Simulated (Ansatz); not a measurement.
Consider SnTe in the rock salt structure (space group Fm-3m, No. 225; a = 6.3697 Å). Axes: x, y, z lie along the cube axes.

Calculations: r2SCAN, PAW, 500 eV (Ansatz, an electronic-structure program; no spin-orbit coupling).

Strains are applied to the cell and any free atomic positions relax; under biaxial strain the out-of-plane vector relaxes too.

One change was made to it. Results:

```json
[
 {"quantity": "volume per atom", "base": "32.30 Å³", "after": "31.59 Å³"},
 {"quantity": "energy relative to the base (free energy F)", "base": "0 meV/atom", "after": "+6.2 meV/atom"},
 {"quantity": "pressure (mean of the normal stresses, compression positive)", "base": "0.0 GPa", "after": "1.0 GPa"},
 {"quantity": "band gap", "base": "0.13 eV", "after": "zero"}
]
```

Task: What was done to the base?
A) biaxial strain −2.08 %, plane normal [111], relaxed out of plane
B) biaxial strain −1.67 %, plane normal [111], relaxed out of plane
C) biaxial strain −0.42 %, plane normal [111], relaxed out of plane
D) biaxial strain −1.25 %, plane normal [111], relaxed out of plane

Result: A, biaxial strain −2.08 %, plane normal [111], relaxed out of plane. For comparison, the energy relative to the base in the other runs: biaxial strain −0.42 %, plane normal [111], relaxed out of plane gives +0.3 meV/atom; biaxial strain −1.67 %, plane normal [111], relaxed out of plane gives +4.0 meV/atom; biaxial strain −1.25 %, plane normal [111], relaxed out of plane gives +2.3 meV/atom.

With Te present, leaving out spin-orbit coupling can change the band edges. No phonon test of stability was made. All final runs are without spin polarisation. Gaps under 0.05 eV, about the width of the smearing, are given as zero. The zero or small gap of SnTe can change with the level of theory.
